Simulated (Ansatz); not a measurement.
Charge-transition levels above the valence-band maximum in beta Si3N4 (eV), each at one geometry relaxed with PBE and evaluated in Ansatz (an electronic-structure program) with PBE, r2SCAN. Host gaps: PBE 4.25 eV, r2SCAN 4.90 eV. Set-up: 84-site cell; 2×2×2 shifted k-points; charged states image-corrected; no Hubbard U; corrections pass 1 eV, so highly charged states may be off by several tenths; flagged in the runs: for some of the defects a doubtful potential alignment, a host whose relaxation on this sampling wasn't shown to rest, a strain field that reaches the edge of the cell.

```tsv
defect	x: PBE (eV)	y: r2SCAN (eV)
Si vacancy [the Si(1,4-fold) site] (0/−1)	0.29	0.55
Si vacancy + N vacancy [the Si(1,4-fold) site; N(3,3-fold) 1.75 Å away] (0/−1)	0.35	0.78
C on the N site [the N(2,3-fold) site] (0/−1)	1.09	1.45
Ge interstitial (+2/+1)	1.46	1.51
Si vacancy [the Si(1,4-fold) site] (−3/−4)	2.45	2.61
Si on the N site [the N(1,3-fold) site] (+1/0)	2.58	2.77
Ag interstitial (+1/0)	3.27	3.75
Al interstitial (+1/0)	3.41	3.66
Mn on the Si site [the Si(1,4-fold) site] (−1/−2)	2.64	?
```

Task: Fit a straight line to the 8 complete rows and predict the last.

Result: Means: x = 1.863, y = 2.135; Sxx = 10.755, Sxy = 10.690. Slope 10.690 / 10.755 = 0.99, intercept 2.135 − 0.99 × 1.863 = 0.29 eV; the rows scatter by 0.16 eV about the line, and R² = 0.99. Prediction: 0.29 + 0.99 × 2.64 = 2.90 eV. The calculation gave 2.61 eV, 0.29 eV below the line, within twice its scatter.
